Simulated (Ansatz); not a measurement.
The starting structures come from a database of crystals and need not be the phases stable at ambient conditions.

 Where the default PAW files enter, the runs use the earlier of Ansatz's two default sets.

The decay constant κ of evanescent states in the gap governs leakage through a thin film.

Given:

```xyz
12
Lattice="4.3663 0.0000 0.0000 0.0000 4.3663 0.0000 0.0000 0.0000 10.4014" Properties=species:S:1:pos:R:3 pbc="T T T"
Sn     0.0000     2.1832     1.3411
Sn     2.1832     0.0000     9.0603
Pb     0.0000     2.1832     6.4801
Pb     2.1832     0.0000     3.9213
F      0.0000     2.1832     3.4462
F      2.1832     0.0000     6.9552
F      2.1832     2.1832     5.2007
F      0.0000     0.0000     5.2007
F      0.0000     0.0000     1.9822
F      2.1832     2.1832     1.9822
F      2.1832     2.1832     8.4192
F      0.0000     0.0000     8.4192
```

Space group of this cell: P4/nmm. The cell was relaxed by PBE-D3(BJ); by r2SCAN its mean pressure is -2.4 GPa.

Transport runs along the normal of the first two printed cell vectors, the (001) plane of the conventional cell.

The gap is the functional's own. No spin-orbit coupling. Mid-gap values are interpolated on the energy grid.

Question: State the band gap and the smallest decay constant κ at mid-gap according to r2SCAN run with Ansatz (a first-principles code).

Answer: Gap 3.75 eV on a 8×8×4 mesh; κ = 0.394 1/Å, at the zone centre.
